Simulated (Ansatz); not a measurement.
Consider C in the graphite type structure (space group P6_3/mmc, No. 194; a = 2.458 Å, c = 6.563 Å; layered, stacked along the Cartesian z axis). Axes: x lies along a and z along c of the hexagonal cell.

Calculations: plane-wave PAW DFT at the PBEsol-D3(BJ) level (Ansatz, a program for electronic structure, 420 eV), spin-orbit coupling left out.

Base values:

```
Quantity                         Value
-----------------------------  -------
Pressure                       0.0 GPa
Shortest interatomic distance  1.419 Å
Band gap                          zero
```

One thing is altered: compressive biaxial strain of 4.86 % in the plane normal to [001], as in epitaxy on a mismatched substrate; the out-of-plane cell vector and the atoms relax.

Q: How does this affect the pressure?

A: The pressure (mean of the normal stresses, compression positive) goes from zero to 55.0 GPa.

Q: How does this affect the shortest interatomic distance?

A: The shortest interatomic distance shrinks by 0.069 Å to 1.350 Å.

Q: What happens to the band gap?

A: The band gap stays zero.

A case with no gap was solved on a k-mesh chosen for an insulator, which is coarse for it. No phonon test of stability was made.
